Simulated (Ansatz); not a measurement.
Cost and result by functional for the surface energy of the (310) surface of diamond in its 1x1 cell, relaxed from an ideal cut (the real face may reconstruct), outermost plane spacing 0.56 Å in the ideal cut, in Ansatz (plane waves, PAW). Single points on the PBE structure, on one kind of machine; costs are rough ratios of the slab run's core time (references not counted) to the cheapest single point. r2SCAN's cost holds its higher cutoff (500 against 420 eV). Differences are taken against r2SCAN for comparison alone: no measured value is at hand, so the table doesn't rank accuracy.

Model: 42-atom slab, 11.3 Å thick at the start, 7x5x1 mesh, Fermi-Dirac 0.025 eV, dipole correction, all atoms relaxed; symmetry of the start imposed; no spin (no spin-polarised run to compare, though such a face may carry moments), no spin-orbit, no U. The slab shows no gap on its mesh. These notes are the PBE run's.

```tsv
functional	relative cost	surface energy (J/m²)	less r2SCAN (J/m²)
LDA	1	7.68	0.33
PBEsol	1	7.32	-0.03
RPBE	1	6.54	-0.81
r2SCAN	2	7.35	0.00
PBE (the relaxed run's value)	–	6.89	-0.46
```

The values span 1.14 J/m², while the single points' costs differ by a factor of roughly 2. Differences are of unrounded values.

Ansatz is a program for electronic structure.
